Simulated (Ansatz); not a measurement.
## Elastic constant C44 of cubic perovskite CsPbCl₃ (cubic high-temperature phase) at several levels of theory

No measured value is used here.

```csv
level (code),value (GPa),cell (Å³/atom)
LDA (Ansatz),4.1,33.79
PBE (Ansatz),?,37.83
r²SCAN (Ansatz),5.4,36.61
HSE06 (Ansatz),5.4,37.16
```

Task: Some entries are withheld; supply them.

Result: 
- PBE (Ansatz, a quantum-chemistry and plane-wave program), value (GPa): 5.1

Density-functional levels without +SOC have no spin–orbit coupling. LDA, PBE, r²SCAN, HSE06: the relaxation could not lower the start's symmetry, so the cell can be a saddle point above a distorted one. Each level is taken at its own relaxed cell. Cutoffs differ between the levels. Ansatz's density-functional and Hartree–Fock values are scalar-relativistic unless marked +SOC, with PAW data made under PBE.
